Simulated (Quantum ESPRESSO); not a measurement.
Density of states of BaInGe (P3m1, 3 atoms in the cell).

```xyz
3
Lattice="4.7338 0.0000 0.0000 -2.3669 4.0996 0.0000 0.0000 0.0000 5.1173" Properties=species:S:1:pos:R:3 pbc="T T T"
Ba     0.0000     0.0000     0.0345
In     0.0000     2.7331     2.7406
Ge     2.3669     1.3665     2.3422
```

Method of the run: LDA (PZ), GBRV 1.5 ultrasoft (LDA) pseudopotentials (plane waves; Quantum ESPRESSO).

SCF settings: ecutwfc = 50 Ry; ecutrho = 250 Ry; occupations = smearing; smearing = mp; degauss = 0.0099958 Ry; potentials = {Ba: ba_lda_v1.uspp.F.UPF, In: in_lda_v1.4.uspp.F.UPF, Ge: ge_lda_v1.4.uspp.F.UPF}; K_POINTS = automatic 8 8 7 0 0 0; conv_thr = 1e-11 Ry. Keys of the DOS step: nscf.calculation = nscf; nscf.verbosity = high; nscf.nbnd = 26; nscf.startingwfc = random; nscf.diago_thr_init = 1e-06; nscf.diagonalization = cg; nscf.K_POINTS = automatic 12 12 11 0 0 0; dos.x.fildos = dos.dat; dos.x.Emin = -15 eV; dos.x.Emax = 30 eV; dos.x.DeltaE = 0.05 eV; dos.x.ngauss = 0; dos.x.degauss = 0.00735 Ry.

The starting cell comes from a database of computed structures (which also holds hypothetical and non-ambient phases and stackings), without a prior relaxation at this level. Its lattice was rescaled by a random factor within 2.5 % of one.

Total DOS (both spins), as means of the tabulated values in each energy bin; the zero is the program's Fermi level or highest filled level, and the curve is cut to this window:

```
E (eV) | states/eV/cell
    -7.75 |  0.02
    -7.25 |  0.00
    -6.75 |  0.00
    -6.25 |  0.00
    -5.75 | ########### 1.22
    -5.25 | ########## 1.06
    -4.75 | ##### 0.57
    -4.25 | ### 0.30
    -3.75 | ### 0.36
    -3.25 | ##### 0.53
    -2.75 | ######## 0.85
    -2.25 | ################## 1.88
    -1.75 | ################# 1.82
    -1.25 | ############################## 3.22
    -0.75 | ######## 0.84
    -0.25 | ############### 1.62
     0.25 | ################# 1.87
     0.75 | ################ 1.73
     1.25 | ################ 1.71
     1.75 | ############# 1.34
     2.25 | ##################### 2.27
     2.75 | ######################### 2.69
```

Around zero the curve holds about 1.8 states/eV/cell.
